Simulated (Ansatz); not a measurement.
The (110) surface of germanium (H on every dangling bond; a constructed slab, bottom: 2 Ge)

These are PBE (plane waves to 420 eV, PAW; Ansatz, a first-principles code) values and carry that method's errors.

Slab: 16 atoms, H4Ge12, 13.1 Å thick at the start with caps and adatoms (thin: gaps and levels are the slab's own); k 6x4x1, smearing 0.025 eV, dipole-corrected; all atoms relaxed; start symmetry kept, larger cells not searched; no spin, no spin-orbit, no U.

| Item | Value |
|---|---|
| gap of the slab on its k-mesh | 0.59 eV |
| highest filled level below the top vacuum level | 4.34 eV |
| energy released by relaxation | 0.49 eV |
| cost | about 9 core-minutes (a rough figure) |
